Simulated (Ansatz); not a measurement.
For BN (model structure, Pm-3m, No. 221, 2 atoms in the cell), PBE (PAW; Ansatz, a quantum-chemistry and plane-wave program) gives:

* **lattice parameter a**: 2.321 Å
* **cohesive energy**: 3.22 eV/atom

What does r²SCAN+rVV10 (PAW; Ansatz) give for the same quantities?


- lattice constant a: 2.311 Å (drops by 0.4 %)
- cohesive energy: 2.92 eV/atom (shrinks by 0.30 eV/atom)

Changes are worked out from the printed values.

Unless a cell is named, each level is at its own relaxed cell (PBE 6.25, r²SCAN+rVV10 6.17 Å³/atom).

Ansatz's density-functional and Hartree–Fock values are scalar-relativistic unless marked +SOC, with PAW data made under PBE.

A model structure was made by putting elements into a prototype or built by hand; it is no filed structure, need not be a known phase, and can be a saddle point held by its symmetry.
